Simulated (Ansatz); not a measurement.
System: BaGaHO2 (model structure, started from the SrVO2H type, P4/mmm, No. 123, 5 atoms in the cell). Method: LDA (plane waves, PAW; Ansatz, an electronic-structure program).

Settings: plane-wave cutoff 520 eV, 14×14×14 k mesh, Fermi–Dirac smearing 0.05 eV, scalar-relativistic PAW data made under PBE.

Cell (relaxed at this level):

BaGaHO₂ is taken in the tetragonal space group P4/mmm (No. 123), Pearson symbol tP5. Conventional cell: a = b = 3.9312 Å, c = 3.8129 Å, α = β = γ = 90.00°. Ba on 1d has 8 O at 2.738 Å and 4 H at 2.780 Å (cuboctahedral). Ga on 1a is surrounded by 2 H at 1.906 Å and 4 O at 1.966 Å (octahedral). O on 2f has 2 Ga at 1.966 Å and 4 Ba at 2.738 Å (octahedral). H on 1b is surrounded by 2 Ga at 1.906 Å and 4 Ba at 2.780 Å (octahedral). (Neighbours: up to the widest gap in distance over summed covalent radii, below 1.35, at either atom; cation-cation and far metal-metal contacts left out.)

Problem. What does this level give for the band gap, direct gap at Γ and bulk modulus B0?

Solution. 
- band gap: 0.52 eV (on the SCF k mesh)
- direct gap at Γ: 4.86 eV
- bulk modulus B0: 135 GPa

Note: the bulk modulus is −V dP/dV from two relaxed cells at ±2 % in volume; the relaxation could raise the start's symmetry but not lower it, so the cell can be a saddle point.

Spin–orbit coupling is not included.

Computing time: very roughly 4 core-minutes.

A model structure was made by putting elements into a prototype or built by hand; it is no filed structure, need not be a known phase, and can be a saddle point held by its symmetry.
